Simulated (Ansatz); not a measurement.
Reference: Cr2C (P-3m1), PBEsol, DFPT electron-phonon coupling, linearised Boltzmann equation (plane waves, PAW, scalar-relativistic; Ansatz, an electronic-structure program); geometry: relaxed with this functional, without spin-orbit coupling.

Space group P-3m1 (No. 164); a = b = 2.797 Å, c = 4.213 Å, α = β = 90.00°, γ = 120.00°

```csv
atom,site,symmetry,x,y,z
Cr,2d,3m.,0.6667,0.3333,0.2469
C,1b,-3m.,0.0000,0.0000,0.5000
```

The resistivity at 300 K comes out as 11.7 μΩ·cm.

Q: Replace Cr by Ta on the same sites and relax. What happens?

A: Ta₂C (P-3m1): volume per atom 9.5 to 13.6 Å³; resistivity at 300 K rises (11.7 μΩ·cm to 14.7 μΩ·cm).

Moves up to 12 % count as about the same. Metals; harmonic phonons alone scatter; means over directions. Halving the electron mesh moves these values by up to 8 %; q meshes are mostly untested. Spin-orbit coupling is left out.

Formula and space group known from diffraction (Crystallography Open Database), not checked to be the room-temperature form: Ta2C (P-3m1). Computed structure with no diffraction record at hand here (it may be known, metastable or hypothetical): Cr2C (P-3m1). Treated as nonmagnetic (a ferromagnetic start lost its moment, other orders weren't tried): Cr2C (P-3m1). The missing spin-orbit coupling matters most for Ta2C (P-3m1).
